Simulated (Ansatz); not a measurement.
# Ta: uniaxial strain ε_zz = −0.50 %

Base system: Ta in the bcc (W type) structure (space group Im-3m, No. 229; a = 3.3061 Å; relaxed with 0.1 eV smearing). Axes: x, y, z lie along the cube axes.

The change: uniaxial strain ε_zz = −0.50 %, all other strain components held at zero, atoms relaxed at fixed cell.

Calculations: r2SCAN in Ansatz (plane waves to 500 eV, PAW, without spin-orbit coupling). k-mesh 28×28×28 (Γ-centred); smearing 0.1 eV (Fermi–Dirac).

The volume per atom shrinks by 0.09 Å³, from 18.07 Å³ to 17.98 Å³ and the space group changes from Im-3m (No. 229) to I4/mmm (No. 139). The energy grows by 0.4 meV/atom and the pressure (mean of the normal stresses, compression positive) goes from zero to 1.0 GPa. The band gap stays zero and the stress (xx, yy, zz, yz, xz, xy; compression positive) amounts to (0.8, 0.8, 1.4, 0.0, 0.0, 0.0) GPa.

Final structure:

```xyz
1
Lattice="-1.6530 1.6530 1.6448 1.6530 -1.6530 1.6448 1.6530 1.6530 -1.6448" Properties=species:S:1:pos:R:3 pbc="T T T"
Ta     0.0000     0.0000     0.0000
```

Cost of the whole job for the changed cell (relaxation, final SCF and bands): very roughly 70 core-seconds.

Whether these cells are dynamically stable was not tested. The final runs are not spin-polarised.

Ansatz is a quantum-chemistry and plane-wave program.
